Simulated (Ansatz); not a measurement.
The parent structure is CeO2 in the fluorite structure (space group Fm-3m, No. 225).

```yaml
crystal:
  lattice:
    - [0.00000, 2.71868, 2.71868]
    - [2.71868, 0.00000, 2.71868]
    - [2.71868, 2.71868, 0.00000]
  atoms:
    - { symbol: Ce, position: [0.00000, 0.00000, 0.00000] }
    - { symbol: O, position: [0.25000, 0.25000, 0.25000] }
    - { symbol: O, position: [0.75000, 0.75000, 0.75000] }
```

Cartesian axes are those of the cell as printed.

The values are results of Kohn–Sham DFT with the r2SCAN functional, run in Ansatz (an electronic-structure program) with PAW and 500 eV plane waves, no spin-orbit coupling, not measurements.

For the base:

The band gap comes out as 2.20 eV.

The change: a free-standing slab of 6 layers (18 atoms, 3 a layer) is cut normal to [111], with 15 Å of vacuum and the in-plane cell held at bulk.

Predict the new band gap.

The band gap falls by 0.05 eV to 2.15 eV.

Estimate the effect on the gap character.

The gap character comes out as indirect, k = (0, 0.300, 0) in the run's primitive reciprocal basis → M.

Estimate the effect on the change of the spacing d12 from its bulk value of 0.785 Å.

The change of the spacing d12 from its bulk value of 0.785 Å comes out as -3.3 %.

Stability against distortions was not tested. Seeded moments were not kept for the base. All final runs are without spin polarisation. k-point labels follow each cell's own Brillouin zone.
